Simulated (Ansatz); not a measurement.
The reference is La2O3 (space group P-3m1, No. 164; a = 3.9061 Å, c = 6.0400 Å).

Perturbation: full substitution La → Ba, then cell and atoms are relaxed.

Levels (all Ansatz, a quantum-chemistry and plane-wave program, PAW): PBEsol (420 eV, no spin-orbit coupling); r2SCAN (500 eV, no spin-orbit coupling).

The geometry is relaxed with PBEsol.

| Property | Value |
|---|---|
| PBEsol pressure | 0.0 GPa |
| PBEsol magnetic state | ferromagnetic |
| PBEsol largest site moment | 0.75 μB |

Problem. Predict the pressure, magnetic state and largest site moment from r2SCAN.

Solution. The pressure goes from zero to 3.7 GPa; the magnetic state stays ferromagnetic; the largest site moment grows by 0.12 μB, from 0.75 μB to 0.87 μB.

The magnetic state is the one reached from the starting moments; the real material's order can differ, and small cells can't hold many antiferromagnetic ones. Single points use the geometry relaxed with PBEsol. Their cutoffs differ, which shifts pressures a little. Stability against distortions was not tested. As relaxed here, Ba2O3 is a hypothetical phase, not in the database extracts checked.
